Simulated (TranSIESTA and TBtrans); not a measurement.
**Opening a gap in a straight Pb chain**

Leads: straight Pb chain, spacing 2.85 Å.

Method: TranSIESTA and TBtrans, PBE, DZP numerical orbitals (energy shift 0.15 eV), PseudoDojo norm-conserving scalar-relativistic potentials, mesh cutoff 200 Ry, 300 K, spin-polarised where a moment was seeded, no spin-orbit coupling; self-consistent non-equilibrium Green functions. The energy step is 0.01 eV; narrower resonances are cut or missed.

One bond in the middle is lengthened, all other atoms stay as built.

| stretch (Å) | conductance at 300 K (G0) |
|---|---|
| 0.3 | 2.87 |
| 0.6 | 2.48 |
| 1 | 1.68 |
| 1.5 | 0.775 |
| 2 | 0.285 |

The conductance goes from 2.87 to 0.285 G0. Between neighbouring rows −d ln G/dx is 0.49, 0.97, 1.55, 2.00 Å⁻¹. The last rows haven't reached a plain tunnelling decay.

The straight chain is held at its spacing; free chains may zigzag or dimerise. Where no moment was seeded, no spin-polarised start was tried, so a magnetic state, if there is one, is missed. Spin-orbit coupling, left out here, matters for the heavy atoms.
